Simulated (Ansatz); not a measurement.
For LuC2 (I4/mmm, No. 139; cell taken from a computed entry), LDA (Ansatz, an electronic-structure program, plane waves, PAW) gives:

| Property | Result |
|---|---|
| equilibrium lattice constant a | 3.471 Å |
| c axis length | 5.947 Å |

Problem. What does r²SCAN+rVV10 (Ansatz, PAW) give for the same quantities?

Solution. 
- lattice constant a: 3.542 Å (goes up by 2.0 %)
- lattice parameter c: 6.010 Å (grows by 1.1 %)

Changes are worked out from the printed values.

Unless a cell is named, each level is at its own relaxed cell (LDA 11.94, r²SCAN+rVV10 12.57 Å³/atom).

Levels without +SOC leave out spin–orbit coupling, which shifts energies and cells of such heavy elements.

Caveats: the relaxation could not lower the start's symmetry, so the cell can be a saddle point above a distorted one (LDA, r²SCAN+rVV10). Ansatz's density-functional and Hartree–Fock values are scalar-relativistic unless marked +SOC, with PAW data made under PBE.
